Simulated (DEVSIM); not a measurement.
System: Si p+/n-/n+ power diode, at 400 K.

Layer 1 from the left is Si, thickness (μm) 1.30, Na (cm⁻³) 1.5e18, τn (s) 2.3e-5, τp (s) 2.3e-5. Layer 2 from the left is Si, thickness (μm) 7.00, Nd (cm⁻³) 1.8e14, τn (s) 2.3e-5, τp (s) 2.3e-5. Layer 3 from the left is Si, thickness (μm) 1.20, Nd (cm⁻³) 2e18, τn (s) 2.3e-5, τp (s) 2.3e-5.

Left contact: ohmic. Right contact: ohmic. Voltage is applied to the left contact. Recombination: SRH at mid-gap, radiative, Auger. Mobility is μmin + (μ − μmin)/(1 + (N/Nref)^α).

This is a model device: material constants are rounded textbook-type values typed into the input, and sizes, dopings and lifetimes were drawn at random. Values at 300 K; Nc and Nv go as T^1.5, mobilities as T to minus their exponent, the gap by Varshni's rule with the affinity fixed.

Si: gap (eV) 1.124, affinity (eV) 4.05, permittivity 11.7, Nc (cm⁻³) 2.86e19, Nv (cm⁻³) 3.1e19, μn (cm²/Vs) 1417, μp (cm²/Vs) 470, μn,min 52, μp,min 45, Nref,n 9.7e16, Nref,p 2.2e17, αn 0.68, αp 0.72, T exponent of μn 2.3, T exponent of μp 2.2, B (cm³/s) 4.7e-15, Cn (cm⁶/s) 2.8e-31, Cp (cm⁶/s) 9.9e-32, Varshni α (eV/K) 0.000473, Varshni β (K) 636.

Model (solved in DEVSIM): 1D drift-diffusion, Boltzmann statistics, complete ionisation; no tunnelling, impact ionisation, image-force lowering or self-heating.

Problem. What does the simulation give for the dark forward voltage at 100 A/cm², the potential step across the device at zero bias, the dark forward voltage at 1 A/cm²?

Solution. dark forward voltage at 100 A/cm² 0.696 V; potential step across the device at zero bias 0.871 V; dark forward voltage at 1 A/cm² 0.533 V.
